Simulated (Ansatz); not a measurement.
The structure below was relaxed with DFT with PBE-D3(BJ), PAW potentials and a 420 eV plane-wave cutoff in Ansatz (a quantum-chemistry and plane-wave program), no spin-orbit coupling, earlier PAW set, at pressure 100 GPa.

```xyz
3
Lattice="2.8407 0.0000 0.0000 -1.4204 2.4601 0.0000 0.0000 0.0000 4.5692" Properties=species:S:1:pos:R:3 pbc="T T T"
N      0.0000     0.0000     0.0000
Ta     0.0000     1.6401     1.2045
Ta     1.4204     0.8200     3.3647
```

**Question.** Find the space group and the Wyckoff positions.

**Answer.** Space group P-3m1 (No. 164); a = b = 2.841 Å, c = 4.569 Å, α = β = 90.00°, γ = 120.00°

```csv
atom,site,symmetry,x,y,z
N,1a,-3m.,0.0000,0.0000,0.0000
Ta,2d,3m.,0.3333,0.6667,0.2636
```

**Question.** Describe the coordination.

**Answer.** The crystal has 3 atoms in its conventional cell. Conventional cell: a = b = 2.841 Å, c = 4.569 Å, α = β = 90.00°, γ = 120.00°. N is coordinated by 6 Ta at 2.035 Å (octahedral). Ta has 3 N at 2.035 Å (trigonal pyramidal). (Neighbours: up to the widest gap in distance over summed covalent radii, below 1.35, at either atom; cation-cation and far metal-metal contacts left out.)

Load acts through the strain it causes; cell and atoms are relaxed under it. No phonon test of stability was made. No other phases were tried under pressure. All final runs are without spin polarisation. The cell was made from Ta2N in the anti-CdI2 type structure (space group P-3m1, No. 164) by this change: pressure 100 GPa.
